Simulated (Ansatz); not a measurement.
An Ansatz (a quantum-chemistry and plane-wave program) run: PtS2 with a change (isotropic strain −2.50 %); DFT with PBE-D3(BJ), PAW potentials and a 420 eV plane-wave cutoff in Ansatz, no spin-orbit coupling.

Input:

Ansatz 0.2 input:
```yaml
crystal:
  lattice:
    - [3.4940452758, 0, 0]
    - [-1.7470226379, 3.0259319708, 0]
    - [0, 0, 4.5403747402]
  atoms:
    - { symbol: Pt, position: [0, 0, 0] }
    - { symbol: S, position: [0.6666666667, 0.3333333333, 0.2589736807] }
    - { symbol: S, position: [0.3333333333, 0.6666666667, 0.7410263193] }
basis: { ecutwfc: 420, ecutrho_ratio: 4, xc_grid: 2, fft_grid_basis: typed }
kpoints: { mp_grid: { grid: [15, 15, 10] } }
hamiltonian:
  xc: pbe
  dispersion: d3bj
  pseudopotentials: { kind: paw }
scf: { occupations: { method: fermi_dirac, width: 0.05 }, convergence: { dr2_threshold: 0.0000000003 } }
relax: { f_tol: 0.005, max_steps: 50 }
output: { forces: true, stress: true }
checkpoint: { write: state.ck, write_every: 1000 }
```

Output (explanatory and most iteration lines left out):

```
Relaxation: its limit of steps is 50 (relax.max_steps)
Pseudopotential: Pt, paw, valence charge 18
Pseudopotential: S, paw, valence charge 6
Crystal: 3 atoms, lattice volume = 48.004 Å³
Basis set: ecut = 420 eV, 945 PW (Γ), exchange–correlation on 48×48×64 points (8 copies of the dense FFT grid, shifted against one another)
Bands: 19, of which v1, the nominal top of the filled ones, is band 15 counted from 1 (14 counted from 0)
Symmetry: 12 space group operations
Space group: P-3m1 (ITA 164), of the structure as read, at distance tolerance 3.6e-5 Å
k-points: 238 of 2250
Functional: x = pbe(κ = 0.804, μ = 0.2195149727645171), c = pbe(β = 0.06672455060314922)
SCF iter   1: F=—  HF=-14329.318797 eV  |F-HF|=—  |Δ(HF+E_count)|=         —  Δρ=3.81e-3  dr2=3.71e-3  ethr=1.77e-3  ⟨swp⟩=5.3  Hψ=22438  notcnv=0
SCF iter   2: F=—  HF=-14329.318807 eV  |F-HF|=—  |Δ(HF+E_count)|=   1.03e-5  Δρ=1.95e-3  dr2=1.05e-3  ethr=1.24e-5  ⟨swp⟩=2.2  Hψ=7747  notcnv=0
SCF 1 converged in 8 iterations: F = -14329.318966 eV  dr2 = 1.60e-11
relax step   1: F+E_penalty+E_count = -14329.31896605 eV  Δ(F+E_penalty+E_count) = +0.000e0 eV  max|allowed force component| = 1.008e0 eV/Å  Δτ_max = 0.0000 Å  (8 SCF iters, accepted)
Crystal: 3 atoms, lattice volume = 48.004 Å³
SCF iter   1: F=—  HF=-14329.390920 eV  |F-HF|=—  |Δ(HF+E_count)|=         —  Δρ=8.33e-3  dr2=3.36e-2  ethr=1.08e-4  ⟨swp⟩=1.1  Hψ=20244  notcnv=0
SCF iter   2: F=—  HF=-14329.384809 eV  |F-HF|=—  |Δ(HF+E_count)|=   6.11e-3  Δρ=3.88e-3  dr2=4.16e-3  ethr=1.08e-4  ⟨swp⟩=2.6  Hψ=6600  notcnv=0
SCF 2 converged in 9 iterations: F = -14329.383965 eV  dr2 = 1.76e-11
relax step   2: F+E_penalty+E_count = -14329.38396530 eV  Δ(F+E_penalty+E_count) = -6.500e-2 eV  max|allowed force component| = 1.031e-1 eV/Å  Δτ_max = 0.0733 Å  (9 SCF iters, accepted)
Crystal: 3 atoms, lattice volume = 48.004 Å³
SCF iter   1: F=—  HF=-14329.384801 eV  |F-HF|=—  |Δ(HF+E_count)|=         —  Δρ=7.95e-4  dr2=3.18e-4  ethr=9.68e-6  ⟨swp⟩=2.3  Hψ=11546  notcnv=0
SCF iter   2: F=—  HF=-14329.384743 eV  |F-HF|=—  |Δ(HF+E_count)|=   5.84e-5  Δρ=3.55e-4  dr2=3.58e-5  ethr=1.06e-6  ⟨swp⟩=1.0  Hψ=6426  notcnv=0
SCF 3 converged in 7 iterations: F = -14329.384700 eV  dr2 = 1.93e-10
relax step   3: F+E_penalty+E_count = -14329.38470024 eV  Δ(F+E_penalty+E_count) = -7.349e-4 eV  max|allowed force component| = 4.629e-3 eV/Å  Δτ_max = 0.0068 Å  (7 SCF iters, accepted)
SCF converged after 7 iterations
Free energy (F): -14329.384700 eV
Internal energy: -14329.383042 eV  (E = F + TS)
E sigma→0 (E₀):  -14329.383871 eV
Entropy (-TS):   -0.001658 eV (-0.553 meV/atom)
Fermi energy:    13.932389 eV
  E_disp       = -1.468335  (pairwise vdW)
--- Forces (eV/Å), atoms counted from 1 ---
  atom   1  Pt     0.00000000     0.00000000     0.00000000
  atom   2  S     -0.00000000     0.00000000    -0.00462915
  atom   3  S     -0.00000000     0.00000000     0.00462915
--- Stress (GPa, compression-positive) ---
        9.519894       0.000000       0.000000
        0.000000       9.519894       0.000000
        0.000000       0.000000       3.533934
  P = ⅓ Tr σ = 7.5246 GPa (75.246 kbar)
--- Relaxed structure (3 steps of the walk, 3 accepted, 0 SCFs on fresh bases) ---
  atoms:
    - { symbol: Pt, position: [2.774235966390455e-36, 2.4862303309661018e-36, 0.0] }
    - { symbol: S, position: [0.6666666666666666, 0.33333333333333337, 0.2736212303161711] }
    - { symbol: S, position: [0.33333333333333337, 0.6666666666666667, 0.7263787696838288] }
```

With Pt present, leaving out spin-orbit coupling can change the band edges. No phonon test of stability was made. All final runs are without spin polarisation. The cell was made from PtS2 in the CdI2 type structure (space group P-3m1, No. 164; layered, stacked along the Cartesian z axis) by this change: isotropic strain −2.50 %.
